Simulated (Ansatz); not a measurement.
The cell is built on a prototype and need not be the phase stable at ambient conditions.

By PBEsol, the system below comes out a metal.

The ballistic (Sharvin) conductance counts the channels at the Fermi level: G/A = (e²/h) × channels of both spins per area.

Given:

```
CELL_PARAMETERS angstrom
      3.39821     0.00000     0.00000
      0.00000     3.35452     0.00000
      0.00000     0.00000     3.39821
ATOMIC_POSITIONS crystal
  Sc 0.50000 0.50000 0.50000
  Ag 0.00000 0.00000 0.00000
```

Space group of this cell: P4/mmm. The cell was relaxed by PBE-D3(BJ).

The current flows along the normal of the first two printed cell vectors. No spin-orbit coupling; the value is a mean over 0.1 eV about the Fermi level.

Problem. Predict the ballistic conductance per area from PBEsol in Ansatz (an electronic-structure program).

Solution. 0.69 × 10¹⁵ S/m² for both spins.
